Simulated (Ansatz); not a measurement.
The starting structures come from a database of crystals and need not be the phases stable at ambient conditions.

By PBEsol, the system below comes out a metal.

A figure of merit of an interconnect metal is its ballistic conductance per area.

Given:

```
PdSb
1.0
    4.11157     0.00000     0.00000
   -2.05579     3.56072     0.00000
    0.00000     0.00000     5.64108
Sb Pd
2 2
Direct
  0.33333   0.66667   0.25000
  0.66667   0.33333   0.75000
  0.00000   0.00000   0.00000
  0.00000   0.00000   0.50000
```

Space group of this cell: P6_3/mmc, NiAs type. The cell is taken as given; by PBEsol its mean pressure is -2.7 GPa.

The current flows along the normal of the first two printed cell vectors, the (001) plane of the conventional cell. No spin-orbit coupling; the value is a mean over 0.1 eV about the Fermi level.

Problem. Give the ballistic conductance per area that PBEsol (Ansatz, a first-principles code) yields.

Solution. 0.78 × 10¹⁵ S/m² for both spins.
